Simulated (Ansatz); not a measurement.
Several settings converged on a (100) slab of InCu2 (cut from a parent of space group no. 194; 12 atoms in the cell)

```yaml
crystal:
  lattice:
    - [4.46811, 0.00000, 0.00000]
    - [0.00000, 5.38432, 0.00000]
    - [0.00000, 0.00000, 20.44921]
  atoms:
    - { symbol: In, position: [0.25000, 0.75000, 0.34231] }
    - { symbol: In, position: [0.25000, 0.25000, 0.46846] }
    - { symbol: Cu, position: [0.75000, 0.00000, 0.40539] }
    - { symbol: Cu, position: [0.75000, 0.50000, 0.40539] }
    - { symbol: Cu, position: [0.25000, 0.25000, 0.34231] }
    - { symbol: Cu, position: [0.25000, 0.75000, 0.46846] }
    - { symbol: In, position: [0.75000, 0.75000, 0.53154] }
    - { symbol: In, position: [0.75000, 0.25000, 0.65769] }
    - { symbol: Cu, position: [0.25000, 0.00000, 0.59462] }
    - { symbol: Cu, position: [0.25000, 0.50000, 0.59462] }
    - { symbol: Cu, position: [0.75000, 0.25000, 0.53154] }
    - { symbol: Cu, position: [0.75000, 0.75000, 0.65769] }
```

Base method: PBEsol, default PAW files made with PBE (plane waves; Ansatz, a program for electronic structure).

Base settings: basis.ecutwfc = 420 eV; kpoints.mp_grid.grid = 4 3 1; hamiltonian.xc = pbesol; hamiltonian.pseudopotentials = {kind: paw} (the program's default PAW files); scf.occupations.method = fermi_dirac; scf.occupations.width = 0.1 eV.

The count of work is k-points × plane waves × bands × iterations; it is no time. Core times come from one kind of shared machine, to one figure; runs under 30 s give none.

**The vacuum**

The mesh stays at the base's, so the ladder's end is converged at best in this setting alone.

Only quantities that move along the ladder and can be compared are tabulated.

| vacuum between outermost atoms (Å) | free energy less the last step's (meV/atom) | largest difference of a force vector from the last step's (eV/Å) | count of work / last |
|---|---|---|---|
| 3.0 | -25.42 | 0.460 | 0.23 |
| 4.0 | 13.12 | 0.102 | 0.31 |
| 5.0 | 9.56 | 0.021 | 0.32 |
| 6.0 | 4.15 | 0.014 | 0.34 |
| 7.0 | 1.51 | 0.006 | 0.33 |
| 8.0 | 0.51 | 0.002 | 0.36 |
| 10.0 | 0.04 | 0.000 | 0.45 |
| 12.0 | 0.00 | 0.000 | 0.51 |
| 14.0 | 0.00 | 0.000 | 0.56 |
| 17.0 | 0.00 | 0.000 | 0.64 |
| 20.0 | 0.00 | 0.000 | 0.73 |
| 25.0 | 0.00 | 0.000 | 0.86 |
| 30.0 | 0.00 | 0.000 | 1.0 |

Smallest vacuum between outermost atoms (Å) that holds the free energy within 1 meV/atom of the last step, with all finer ones: 8.0, at 0.36 of the last step's count of work; the step before is off by 1.5 meV/atom.

Smallest vacuum between outermost atoms (Å) that holds the forces within 0.005 eV/Å of the last step, with all finer ones: 8.0, at 0.36 of the last step's count of work; the step before is off by 0.006 eV/Å.

**The k-point mesh**

Only quantities that move along the ladder and can be compared are tabulated.

```tsv
kpoints.mp_grid.grid	free energy less the last step's (meV/atom)	largest difference of a force vector from the last step's (eV/Å)	count of work / last	core time / last (rough)
2 1 1	370.84	0.665	0.022	–
2 2 1	-4.91	0.254	0.037	–
3 2 1	5.97	0.334	0.041	–
3 3 1	-1.85	0.130	0.037	–
4 3 1	-13.69	0.130	0.056	–
4 4 1	-10.21	0.057	0.083	0.07
5 4 1	-9.74	0.084	0.083	0.07
6 5 1	-0.67	0.047	0.11	0.1
8 6 1	1.89	0.017	0.17	0.1
9 7 1	-0.90	0.015	0.17	0.1
10 9 1	-0.70	0.017	0.28	0.2
12 10 1	-0.47	0.014	0.39	0.3
14 12 1	0.39	0.005	0.47	0.4
16 14 1	-0.01	0.003	0.67	0.6
19 16 1	0.00	0.000	1.0	1
```

Coarsest kpoints.mp_grid.grid that holds the free energy within 1 meV/atom of the last step, with all finer ones: 9 7 1, at 0.17 of the last step's count of work and about 0.1 of the last step's time; the step before is off by 1.9 meV/atom.

Two neighbours can agree and both be off: 4 4 1 and 5 4 1 differ by 0.47 meV/atom in the free energy, yet lie about 9.7 meV/atom from the last step.

**The plane-wave cutoff**

The mesh stays at the base's, so the ladder's end is converged at best in this setting alone.

Only quantities that move along the ladder and can be compared are tabulated.

| basis.ecutwfc | free energy less the last step's (meV/atom) | largest difference of a force vector from the last step's (eV/Å) | count of work / last | core time / last (rough) |
|---|---|---|---|---|
| 210 eV | 9061.65 | 0.383 | 0.14 | – |
| 250 eV | 1936.74 | 0.133 | 0.18 | – |
| 295 eV | 249.66 | 0.031 | 0.23 | – |
| 355 eV | 9.35 | 0.005 | 0.27 | – |
| 420 eV | 2.45 | 0.001 | 0.35 | – |
| 505 eV | 0.52 | 0.000 | 0.47 | 0.4 |
| 630 eV | 0.13 | 0.000 | 0.65 | 0.6 |
| 840 eV | 0.00 | 0.000 | 1.0 | 1 |

Coarsest basis.ecutwfc that holds the forces within 0.01 eV/Å of the last step, with all finer ones: 355 eV, at 0.27 of the last step's count of work; the step before is off by 0.031 eV/Å.

Coarsest basis.ecutwfc that holds the free energy within 2 meV/atom of the last step, with all finer ones: 505 eV, at about 0.4 of the last step's time; the step before is off by 2.5 meV/atom.

On the base run: the starting cell comes from a database of computed structures (which also holds hypothetical and non-ambient phases and stackings), without a prior relaxation at this level. The slab is cut from that crystal, and its faces are unrelaxed. Its lattice was rescaled by up to half a per cent. Spin polarisation is off. Without a gap this mesh is coarse (it stands for a supercell whose shortest in-plane vector is 16 Å).

Left out of this page: 1 run of the series outside the window shown, repeating another row's setting, or not comparable.

Keys are those of Ansatz 0.2.
